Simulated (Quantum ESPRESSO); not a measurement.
Quantum ESPRESSO run on Yb (Fm-3m, 1 atom in the cell): self-consistent single point.

Method of the run: PBE, SSSP 1.1.2 efficiency (PBE) pseudopotentials (plane waves; Quantum ESPRESSO).

The change in words: lattice scaled by 0.98. Reference geometry:
```
CELL_PARAMETERS angstrom
     -2.75187     0.00000     2.75187
      0.00000     2.75187     2.75187
     -2.75187     2.75187     0.00000
ATOMIC_POSITIONS crystal
  Yb 0.00000 0.00000 0.00000
```

Reference input (self-consistent single point, DFT, PBE, plane waves, SSSP 1.1.2 efficiency (PBE) pseudopotentials): ecutwfc = 50 Ry; ecutrho = 400 Ry; occupations = smearing; smearing = fd; degauss = 0.0073499 Ry; potentials = {Yb: Yb.GGA-PBE-paw-v1.0.UPF}; K_POINTS = automatic 7 7 7 0 0 0; conv_thr = 1e-10 Ry. This run's input differs from it in these lines:

```diff
@@ -10,3 +10,3 @@
     ibrav = 2
-    A = 5.503742000
+    A = 5.393668000
     nat = 1
```

The program printed (abridged):

```
     Self-consistent Calculation

     iteration #  1     ecut=    50.00 Ry     beta= 0.70

     total energy              =   -1010.69927204 Ry
     estimated scf accuracy    <       0.33115626 Ry

     iteration #  2     ecut=    50.00 Ry     beta= 0.70

     total energy              =   -1006.12611036 Ry
     estimated scf accuracy    <      47.34302986 Ry

     iteration #  3     ecut=    50.00 Ry     beta= 0.70

     total energy              =   -1011.13412833 Ry
     estimated scf accuracy    <       0.19357797 Ry

   [... 27 blocks of this kind left out ...]

     iteration # 31     ecut=    50.00 Ry     beta= 0.70

     total energy              =   -1011.10585872 Ry
     estimated scf accuracy    <          4.1E-10 Ry

     iteration # 32     ecut=    50.00 Ry     beta= 0.70
     End of self-consistent calculation

     the Fermi energy is    10.2179 ev

!    total energy              =   -1011.10585872 Ry
     estimated scf accuracy    <          1.4E-11 Ry
     smearing contrib. (-TS)   =      -0.00766691 Ry
     internal energy E=F+TS    =   -1011.09819182 Ry

     convergence has been achieved in  32 iterations

     Forces acting on atoms (cartesian axes, Ry/au):

     atom    1 type  1   force =     0.00000000    0.00000000    0.00000000

     Total force =     0.000000     Total SCF correction =     0.000000

          total   stress  (Ry/bohr**3)                   (kbar)     P=      -22.38
  -0.00015211   0.00000000   0.00000000          -22.38        0.00        0.00
   0.00000000  -0.00015211  -0.00000000            0.00      -22.38       -0.00
   0.00000000   0.00000000  -0.00015211            0.00        0.00      -22.38

   JOB DONE.
```

The run converged in 32 iterations. Against the reference run the free energy drops by 37.8 meV/atom and the pressure goes from -2.87 to -2.24 GPa.

The starting cell comes from a database of computed structures (which also holds hypothetical and non-ambient phases and stackings), without a prior relaxation at this level. Its lattice was rescaled by a random factor within 2.5 % of one. For this run, on top of that: lattice scaled by 0.98. Spin polarisation is off.

Cost on one core of a shared machine: roughly 2 min.
